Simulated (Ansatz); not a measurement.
## IrO$_{2}$ in the rutile structure (space group P4_2/mnm, No. 136)

IrO2 is modelled in the tetragonal space group P4₂/mnm (No. 136), the rutile structure, Pearson symbol tP6. Cell: a = 4.472 Å, b = 4.472 Å, c = 3.154 Å, α = 90.00°, β = 90.00°, γ = 90.00°. Ir on 2a is surrounded by 6 O at 1.953–1.987 Å (octahedral). O on 4f is surrounded by 3 Ir at 1.953–1.987 Å (trigonal planar). (Neighbours: up to the widest gap in distance over summed covalent radii, below 1.35, at either atom; cation-cation and far metal-metal contacts left out.)

Method: Kohn–Sham DFT with the PBEsol functional, run in Ansatz (a program for electronic structure) with PAW and 420 eV plane waves, scalar-relativistic without spin-orbit coupling. Settings: 11×11×15 k-points, 0.05 eV Fermi–Dirac smearing.

The volume per atom comes out as 10.51 Å³ and the density comes out as 11.81 g/cm³. The band gap comes out as zero and the total energy is -4306.086 eV/atom (σ→0; compares only within this code and set-up).

Whether these cells are dynamically stable was not tested. No Hubbard U is applied, and correlation can decide whether such a compound is a metal. All final runs are without spin polarisation.
